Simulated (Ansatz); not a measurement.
# AlN: response to strain

Start from AlN in the zinc blende structure (space group F-43m, No. 216; a = 4.342 Å). Axes: x, y, z lie along the cube axes.

Strains are applied to the cell and any free atomic positions relax.

Level of theory: Kohn–Sham DFT with the LDA functional, run in Ansatz (a first-principles code) with PAW and 420 eV plane waves, scalar-relativistic without spin-orbit coupling.

Notes on the quantities. energy relative to the base: free energy F.

```tsv
case	band gap	energy relative to the base	smallest direct gap	shortest interatomic distance
base	3.25 eV	0 meV/atom	4.39 eV	1.880 Å
tensor shear ε_xy = +1.71 %	3.06 eV	+7.0 meV/atom	4.20 eV	1.871 Å
tensor shear ε_xy = +0.29 %	3.23 eV	+0.2 meV/atom	4.36 eV	1.879 Å
tensor shear ε_xy = +0.57 %	3.20 eV	+0.8 meV/atom	4.33 eV	1.877 Å
tensor shear ε_xy = +1.14 %	3.13 eV	+3.1 meV/atom	4.27 eV	1.874 Å
tensor shear ε_xy = +1.43 %	3.10 eV	+4.9 meV/atom	4.24 eV	1.873 Å
tensor shear ε_xy = +0.86 %	3.17 eV	+1.8 meV/atom	4.30 eV	1.876 Å
tensor shear ε_xy = +2.00 %	3.02 eV	+9.6 meV/atom	4.17 eV	1.870 Å
```

Whether these cells are dynamically stable was not tested. This is not the structure that AlN has at room temperature and ambient pressure.
